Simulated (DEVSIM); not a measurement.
Structure: Mo/Al2O3/p-Si capacitor, at 400 K.

```tsv
layer (left to right)	material	thickness (nm)	Na (cm⁻³)
1	Al2O3	4.90	-
2	Si	10000	3e15
```

Metal gate on the left, work function 4.6 eV. Fixed charge at the semiconductor interface -9.6e11 cm⁻² (in units of +e); no interface traps.

Constants are typed, rounded textbook-type inputs, not results; the design itself was drawn at random and stands for no fabricated device. Values at 300 K; Nc and Nv go as T^1.5, mobilities as T to minus their exponent, the gap by Varshni's rule with the affinity fixed.

| parameter | Al2O3 | Si |
|---|---|---|
| gap (eV) | 6.8 | 1.124 |
| affinity (eV) | 1.35 | 4.05 |
| permittivity | 9 | 11.7 |
| Nc (cm⁻³) | - | 2.86e19 |
| Nv (cm⁻³) | - | 3.1e19 |
| Varshni α (eV/K) | - | 0.000473 |
| Varshni β (K) | - | 636 |

Simulated with DEVSIM: 1D Poisson equation in equilibrium, Boltzmann statistics, complete ionisation; no quantum confinement or tunnelling. Metal contacts follow the ideal Schottky-Mott rule: no Fermi-level pinning, no interface dipoles.

The substrate doping was swept, all else fixed.

```tsv
substrate doping (cm^-3)	minimum of the low-frequency capacitance (μF/cm²)	threshold voltage (band bending 2φF) (V)	flat-band voltage (V)
1.5e14	0.0122	0.21	-0.02
3e14	0.0144	0.24	-0.04
6e14	0.0170	0.26	-0.06
1.5e15	0.0231	0.30	-0.09
3e15	0.0303	0.33	-0.12
6e15	0.0406	0.36	-0.14
```

From the first row to the last the minimum of the low-frequency capacitance goes from 0.0122 to 0.0406. From the first row to the last the threshold voltage (band bending 2φF) goes from 0.21 to 0.36.
